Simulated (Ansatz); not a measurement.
The starting structures come from a database of crystals and need not be the phases stable at ambient conditions.

Inside the gap of an insulator the Bloch states are evanescent, with a wavenumber k + iκ along the transport direction.

Consider the following.

```yaml
crystal:
  lattice:
    - [6.45442, 0.05218, -0.03857]
    - [-1.65573, 6.52780, 0.09966]
    - [0.00000, 2.35385, 3.18469]
  atoms:
    - { symbol: Pd, position: [0.50000, 0.00000, 0.00000] }
    - { symbol: Pd, position: [0.00000, 0.00000, 0.50000] }
    - { symbol: Cl, position: [0.68371, 0.74314, 0.51271] }
    - { symbol: Cl, position: [0.31629, 0.25686, 0.48729] }
    - { symbol: Cl, position: [0.81629, 0.25686, 0.49899] }
    - { symbol: Cl, position: [0.18371, 0.74314, 0.50101] }
```

Space group of this cell: P2_1/c. The cell was relaxed by PBE-D3(BJ); by PBEsol its mean pressure is -1.8 GPa.

Transport runs along the normal of the first two printed cell vectors.

No gap correction and no spin-orbit coupling; mid-gap values are interpolated between computed energies.

Task: Estimate the band gap and the smallest decay constant κ at mid-gap that PBEsol (Ansatz, a quantum-chemistry and plane-wave program) returns for this system.

Result: Gap 0.52 eV on a 6×10×10 mesh; κ = 0.205 1/Å, at (0.500, 0.500) of the in-plane reciprocal vectors. At the zone centre, at the nearest computed energy, the slowest state has κ = 0.38 1/Å.
